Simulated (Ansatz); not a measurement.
InAs (model structure, started from the BN type, Pm-3n, No. 223, 12 atoms in the cell)

All values below come from r²SCAN+rVV10 (plane waves, PAW; Ansatz, a program for electronic structure).

Settings: plane-wave cutoff 560 eV, 6×6×6 k mesh, Fermi–Dirac smearing 0.01 eV, scalar-relativistic PAW data made under PBE.

Cell (relaxed at this level):

InAs is modelled in the cubic space group Pm-3n (No. 223), Pearson symbol cP12. Lattice parameters: a = 7.4956 Å, b = 7.4956 Å, c = 7.4956 Å, α = 90.00°, β = 90.00°, γ = 90.00°. In on 6c has 4 As at 2.650 Å. As on 6d has 4 In at 2.650 Å. (Neighbours: up to the widest gap in distance over summed covalent radii, below 1.35, at either atom; cation-cation and far metal-metal contacts left out.)

```yaml
band_gap: 0.15 eV
```

Note: the relaxation could raise the start's symmetry but not lower it, so the cell can be a saddle point.

Spin–orbit coupling is not included.

Computing time: roughly 2.1 core-minutes.

A model structure was made by putting elements into a prototype or built by hand; it is no filed structure, need not be a known phase, and can be a saddle point held by its symmetry.
